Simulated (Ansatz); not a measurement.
Surface: Si(111) 1x1 surface, 6 top atoms, 3 bilayers, bottom bilayer H-capped and fixed, every top atom capped by F; cell 11.5 x 6.6 Å; about 7 Å thick over the host's atoms, 18 atoms held. Method: PBE-D3(BJ) (plane waves to 420 eV, PAW; Ansatz, an electronic-structure program). Sampling: 1x2x1 k points. The slab states were run without spin polarisation. Results hold for this slab, coverage and mesh. All energies are electronic energies at 0 K, without vibrations. Each state was relaxed from one prepared geometry.

One GeH4 a cell is brought to Si(111):F. Relaxed result near the molecule:

```
atom    x (Å)   y (Å)   z (Å)
------  -----  ------  ------
F(30)   3.809   0.006  11.127
F(31)   5.731   3.402  11.121
F(46)   7.700  -0.022  11.123
F(47)   9.588   3.352  11.123
Ge(a0)  6.734   1.546  13.924
H(a1)   5.585   1.084  13.016
H(a2)   7.395   0.320  14.571
H(a3)   6.178   2.471  15.016
H(a4)   7.776   2.310  13.092
```

Q: What is the adsorption energy against the free GeH4 and the slab before, and how much of it is dispersion?

A: -0.16 eV (negative: bound); the D3 term gives -0.16 eV of it. Its closest contacts to the rest of the cell: H(a1)...F(30) 2.81 Å, H(a4)...F(47) 2.87 Å, H(a1)...F(31) 3.00 Å.
